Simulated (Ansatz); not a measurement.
# SnO₂ (model structure, started from the tetragonal ZrO2 type, P4₂/nmc, No. 137, 6 atoms in the cell): band gap by level of theory

No measured value is used here.

| level (code) | value (eV) | cell (Å³/atom) |
|---|---|---|
| LDA (Ansatz) | 1.12 | 11.06 |
| PBEsol+SOC (Ansatz) | 0.94 (indirect) | 11.40 |
| r²SCAN+SOC (Ansatz) | 1.58 (indirect) | 11.40 |
| r²SCAN+rVV10 (Ansatz) | 1.72 | 11.27 |
| HSE06+SOC (Ansatz) | 2.47 (indirect) | 11.40 |
| PBE0 (Ansatz) | 3.16 | 11.40 |
| G0W0@PBEsol (Ansatz) | 2.21 | 11.40 |

Computed values are for a static lattice. Spin–orbit coupling is included only where a level's name says +SOC; with heavier elements it mostly lowers gaps and can invert bands.  G0W0@PBEsol: filled d or f shells below the valence bands can shift G0W0 gaps through exchange with them, which wasn't tested here. Values are at the PBEsol cell; LDA at the level's own relaxed cell; r²SCAN+rVV10 at the level's own relaxed cell. Cutoffs and k meshes differ between the levels. Ansatz's density-functional and Hartree–Fock values are scalar-relativistic unless marked +SOC, with PAW data made under PBE.

A model structure was made by putting elements into a prototype or built by hand; it is no filed structure, need not be a known phase, and can be a saddle point held by its symmetry.

Ansatz is a program for electronic structure.
